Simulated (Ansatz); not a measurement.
## Er₅Pb₃ (P6₃/mcm, No. 193; cell taken from a computed entry)

All values below come from r²SCAN in Ansatz (plane waves, PAW).

Settings: plane-wave cutoff 500 eV, 12×12×8 k mesh (along the axes of the cell as run), Fermi–Dirac smearing 0.1 eV, spin-polarised start, scalar-relativistic PAW data made under PBE.

Cell (relaxed at this level):

```
CELL_PARAMETERS angstrom
      8.96715     0.00000     0.00000
     -4.48357     7.76578     0.00000
      0.00000     0.00000     6.72392
ATOMIC_POSITIONS crystal
  Er 0.66667 0.33333 0.00000
  Er 0.33333 0.66667 0.00000
  Er 0.33333 0.66667 0.50000
  Er 0.66667 0.33333 0.50000
  Er 0.76238 0.76238 0.75000
  Er 0.23762 0.23762 0.25000
  Er 0.00000 0.76238 0.25000
  Er 0.00000 0.23762 0.75000
  Er 0.23762 0.00000 0.75000
  Er 0.76238 0.00000 0.25000
  Pb 0.39548 0.39548 0.75000
  Pb 0.60452 0.60452 0.25000
  Pb 0.00000 0.39548 0.25000
  Pb 0.00000 0.60452 0.75000
  Pb 0.60452 0.00000 0.75000
  Pb 0.39548 0.00000 0.25000
```

```yaml
equilibrium_volume_per_atom: 29.26 Å³/atom
lattice_parameter_a: 8.967 Å
c axis length: 6.724 Å
```

Note: the magnetic order was assumed, not searched for or taken from measurement; the relaxation could not lower the start's symmetry, so the cell can be a saddle point above a distorted one; the 4f shell is treated without U or exact exchange, so its levels and filling can be wrong.

Spin–orbit coupling is not included; it can shift volumes and moduli of such heavy elements.

Static lattice: no zero-point or thermal effects.

Ansatz is a first-principles code.
